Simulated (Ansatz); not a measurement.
Consider interstitial N in corundum, charge state -1. The step: several atoms move together, O the farthest; the atom moves 1.99 Å along (0.16, -0.16, 0.11) of the unit cell; at the start the N atom holds a host O site and a host atom stands off its site; at the end the N atom holds a host O site and a host atom stands off its site; the moving atom starts with neighbours Al at 1.82, Al at 1.92; N at 1.50; O at 2.12 Å and ends with Al at 1.82, Al at 1.92; N at 1.50; O at 2.12 Å. A PBE band in Ansatz (plane-wave PAW, the Γ point alone, 120 host sites, 37 SCF runs with any check of the saddle's order, static, no finite-size correction) gives a forward barrier of 1.25 eV. The saddle point's order was not checked, and it lies on a symmetry element of the cell, where a band can be held. The charge state is imposed; whether it is stable for some Fermi level was not computed. Sites that were not tried may lie lower.

Single points at the band's start and saddle point can refine it. Rough cost of one point, in units of the band's mean SCF on the same machine:

```json
[
 {"Level": "PBE, a 2×2×2 k-point mesh shifted by half a step along c", "Cost of one point": "about 8"},
 {"Level": "r2SCAN at 500 eV, the Γ point alone", "Cost of one point": "about 3"}
]
```

Q: Which of these move the barrier by more than 0.1 eV, and how far does each move it?

A: PBE, a 2×2×2 k-point mesh shifted by half a step along c: +0.01 eV; r2SCAN at 500 eV, the Γ point alone: -0.12 eV. Each functional is compared with PBE at the same k-points.

Ansatz is a program for electronic structure.
